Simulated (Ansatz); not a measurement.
**Variants of one calculation on KPbBr3 (P6_3/mmc, 10 atoms in the cell)**

KPbBr₃ has the hexagonal space group P6₃/mmc (No. 194), Pearson symbol hP10. Conventional cell: a = 8.709 Å, b = 8.709 Å, c = 7.441 Å, α = 90.00°, β = 90.00°, γ = 120.00°. K on 2d sees no neighbour by this rule. Pb on 2a is coordinated by 6 Br at 2.885 Å (octahedral). Br on 6h has 2 Pb at 2.885 Å (bent). (Neighbours: up to the widest gap in distance over summed covalent radii, below 1.35, at either atom; cation-cation and far metal-metal contacts left out.)

Base run A: Ansatz (an electronic-structure program) with LDA (PW92), default PAW files made with PBE, self-consistent single point.

Its settings: basis.ecutwfc = 420 eV; kpoints.mp_grid.grid = 3 3 3; hamiltonian.xc = lda; hamiltonian.pseudopotentials = {kind: paw} (the program's default PAW files); scf.occupations.method = cold; scf.occupations.width = 0.2 eV.

The starting cell was generated: these elements placed on a structure prototype, without a prior relaxation; it need not be a known phase or ordering of this composition. Spin-orbit coupling is off. Ansatz's pressure includes its estimate of the finite-basis (Pulay) stress.

ΔF is the free energy per atom less that of run A. A dash stands where there is no value to compare (another energy zero or no entropy term, no result, no spin, no clean gap, or a mesh too coarse for one). Total energies depend on the potentials, the functional and any Hubbard or dispersion term, so they are compared only between runs that share all of them.

Runs C sample the zone with one or two k-points, far too few for so small a cell.

Runs:
- B: crystal.symmetry.detect: default → false
- C: kpoints.mp_grid.grid: 3 3 3 → 1 1 1; hamiltonian.xc: lda → hse06 [HSE06]
- D: scf.convergence.dr2_threshold: default (1e-07 eV) → 1e-10 eV
- E: hamiltonian.xc: lda → revpbe [revPBE]
- F: scf.mixing.algorithm: default (the program chose MSR1) → msr1; scf.mixing.ndim: default → 1
- G: scf.mixing.algorithm: default (the program chose MSR1) → broyden; scf.mixing.beta: default → 0.7
- H: scf.mixing.preconditioner: default (the program chose Resta) → kerker; scf.mixing.q_tf: default → 3

```csv
run,ΔF (meV/atom),pressure (GPa),largest force (eV/Å),gap on the mesh (eV),k-points
A,0.00,0.50,0.869,2.665,6
B,0.00,0.50,0.869,2.665,14
C,–,1.84,1.183,4.133,1
D,0.00,0.50,0.869,2.665,6
E,–,2.79,1.508,3.045,6
F,0.00,0.50,0.869,2.665,6
G,0.00,0.50,0.869,2.665,6
H,0.00,0.50,0.869,2.665,6
```

Run E against A: The pressure goes from 0.50 to 2.79 GPa, the largest force goes from 0.869 to 1.508 eV/Å and the gap on the mesh goes from 2.665 to 3.045 eV.

Run H against A: The free energy hardly moves (within 1 meV/atom), the pressure stays at 0.50 GPa, the largest force stays at 0.869 eV/Å and the gap on the mesh stays at 2.665 eV.

Keys are those of Ansatz 0.2.
